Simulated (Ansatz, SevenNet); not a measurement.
For SiSn (model structure, started from the WC type, P-6m2, No. 187, 2 atoms in the cell), the machine-learned potential SevenNet-0 (trained on PBE and PBE+U data) gives:

| Item | Value |
|---|---|
| lattice parameter a | 3.905 Å |
| lattice parameter c | 3.537 Å |

What does PBEsol (Ansatz, a quantum-chemistry and plane-wave program, plane waves, PAW) give for the same quantities?


- lattice constant a: 3.778 Å (drops by 3.3 %)
- lattice parameter c: 3.563 Å (goes up by 0.7 %)

Changes are worked out from the printed values.

Unless a cell is named, each level is at its own relaxed cell (SevenNet-0 23.36, PBEsol 22.02 Å³/atom).

Ansatz's density-functional and Hartree–Fock values are scalar-relativistic unless marked +SOC, with PAW data made under PBE.

A model structure was made by putting elements into a prototype or built by hand; it is no filed structure, need not be a known phase, and can be a saddle point held by its symmetry.
